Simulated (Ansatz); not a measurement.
The starting structures come from a database of crystals and need not be the phases stable at ambient conditions.

Input:

```xyz
14
Lattice="4.7243 0.0000 0.0000 0.0000 5.3924 0.0000 2.3621 -1.4215 5.8555" Properties=species:S:1:pos:R:3 pbc="T T T"
V      3.4972     3.0434     4.1823
V      3.5892     0.9276     1.6733
V      1.1351     3.6238     1.6733
V      5.9514     0.3472     4.1823
O      5.0085     1.6820     4.5678
O      2.0779     2.2890     1.2877
O      2.6464     4.9852     1.2877
O      4.4400    -1.0142     4.5678
O      5.0558     0.1312     2.3825
O      2.0306     3.8398     3.4730
O      2.6937     1.1436     3.4730
O      4.3927     2.8274     2.3825
O      0.5422     4.0443     0.0000
O      4.1821     1.3481     0.0000
```

Space group of this cell: C2/c. The cell is taken as given; by r2SCAN its mean pressure is -12.5 GPa.

Level of theory: r2SCAN (plane waves, PAW; Ansatz, an electronic-structure program).

The current runs along the normal of the first two printed vectors; no spin-orbit coupling. Scaled by the factor s: all lengths (ions clamped). The meshes follow the cell: 8×6×8 and 8×6 across at s = 0.98, 8×6×8 and 6×6 across at s = 1.00, 8×6×8 and 6×6 across at s = 1.02.

```csv
s,mean pressure (GPa),band gap (eV)
0.98,1.5,1.55
1.00,-12.5,1.42
1.02,-22.8,?
```

Take the slope of the band gap against ln s from the two given rows, extrapolate to s = 1.02, and say what the run there gives.

Slope = (1.55 − 1.42) / ln 0.98 = -6.43 eV. The line gives 1.42 + (-6.43) × ln 1.02 = 1.29 eV. The run gives 1.29 eV, as the line does.
